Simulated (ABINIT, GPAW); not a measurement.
A GPAW input for a self-consistent single point of TiSi2 (Cmcm, 6 atoms in the cell) (DFT PBE, plane waves, GPAW PAW datasets PBE (gpaw-data 1.0.1)):

```python
from ase import Atoms
from ase.units import GPa
from gpaw import GPAW

atoms = Atoms(['Ti', 'Ti', 'Si', 'Si', 'Si', 'Si'],
              cell=[[1.775696, -6.799836, 0.000000],
                    [1.775696, 6.799836, 0.000000],
                    [0.000000, 0.000000, 3.586561]],
              scaled_positions=[[0.896880, 0.103120, 0.750000],
                                [0.103120, 0.896880, 0.250000],
                                [0.558250, 0.441750, 0.750000],
                                [0.441750, 0.558250, 0.250000],
                                [0.249690, 0.750310, 0.750000],
                                [0.750310, 0.249690, 0.250000]],
              pbc=True)

calc = GPAW(mode={'name': 'pw', 'ecut': 800},
            xc='PBE',
            kpts=(7, 7, 7),
            occupations={'name': 'methfessel-paxton', 'width': 0.2, 'order': 0},
            nbands=-12,
            convergence={'density': 1e-05, 'energy': 1e-05},
            symmetry={'symmorphic': False, 'tolerance': 0.0005},
            maxiter=120)

atoms.calc = calc

energy = atoms.get_potential_energy()
print('Energy (eV):', round(energy, 6))
forces = atoms.get_forces()
print('Forces (eV/Ang):')
print(forces.round(5))
stress = atoms.get_stress()
print('Stress (GPa, Voigt):', (stress / GPa).round(4))
```

Problem. Write the same calculation as an input for ABINIT.

Solution. One input that does it (others would too):

```
# TiSi2, PseudoDojo nc-sr-05 PBE standard
pp_dirpath "./"
pseudos "Ti.upf, Si.upf"
acell 7.0278635382 7.0278635382 3.5865610000 Angstrom
rprim
         0.2526651222   -0.9675537897    0.0000000000
         0.2526651222    0.9675537897    0.0000000000
         0.0000000000    0.0000000000    1.0000000000
natom 6
ntypat 2
znucl 22 14
typat 1 1 2 2 2 2
xred
         0.8968800000    0.1031200000    0.7500000000
         0.1031200000    0.8968800000    0.2500000000
         0.5582500000    0.4417500000    0.7500000000
         0.4417500000    0.5582500000    0.2500000000
         0.2496900000    0.7503100000    0.7500000000
         0.7503100000    0.2496900000    0.2500000000
ecut 42 Ha
ixc 11
occopt 7
tsmear 0.2 eV
nband 27
kptopt 1
ngkpt 7 7 7
nshiftk 1
shiftk 0 0 0
nstep 60
tolvrs 1.0e-12
prtwf 0
prtden 0
enunit 2
```

Basis settings and potentials, where a program has them, do not carry over. This input uses DFT, PBE, plane waves, norm-conserving pseudopotentials (PseudoDojo nc-sr-05 PBE standard).

The starting cell comes from a database of computed structures (which also holds hypothetical and non-ambient phases and stackings), without a prior relaxation at this level. Its lattice was rescaled by a random factor within 2.5 % of one.
